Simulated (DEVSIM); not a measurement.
System: Si n-i-p diode, at 300 K.

Layer 1 from the left is Si, thickness (μm) 0.530, Nd (cm⁻³) 6.9e18, τn (s) 0.00015, τp (s) 0.00015. Layer 2 from the left is Si, thickness (μm) 0.460, Na (cm⁻³) 6.2e12, τn (s) 0.00015, τp (s) 0.00015. Layer 3 from the left is Si, thickness (μm) 0.400, Na (cm⁻³) 6.1e17, τn (s) 0.00015, τp (s) 0.00015.

Left contact: ohmic. Right contact: ohmic. Voltage is applied to the left contact. Recombination: SRH at mid-gap, radiative. Mobility is μmin + (μ − μmin)/(1 + (N/Nref)^α).

This is a model device: material constants are rounded textbook-type values typed into the input, and sizes, dopings and lifetimes were drawn at random. Values at 300 K.

Si: gap (eV) 1.124, affinity (eV) 4.05, permittivity 11.7, Nc (cm⁻³) 2.86e19, Nv (cm⁻³) 3.1e19, μn (cm²/Vs) 1417, μp (cm²/Vs) 470, μn,min 52, μp,min 45, Nref,n 9.7e16, Nref,p 2.2e17, αn 0.68, αp 0.72, B (cm³/s) 4.7e-15.

Model (solved in DEVSIM): 1D drift-diffusion, Boltzmann statistics, complete ionisation; no tunnelling, impact ionisation, image-force lowering or self-heating.

### Question
What does the simulation give for the dark forward voltage at 100 A/cm², the dark forward voltage at 1 A/cm², the potential step across the device at zero bias?

### Answer
dark forward voltage at 100 A/cm² 0.783 V; dark forward voltage at 1 A/cm² 0.663 V; potential step across the device at zero bias 0.986 V.
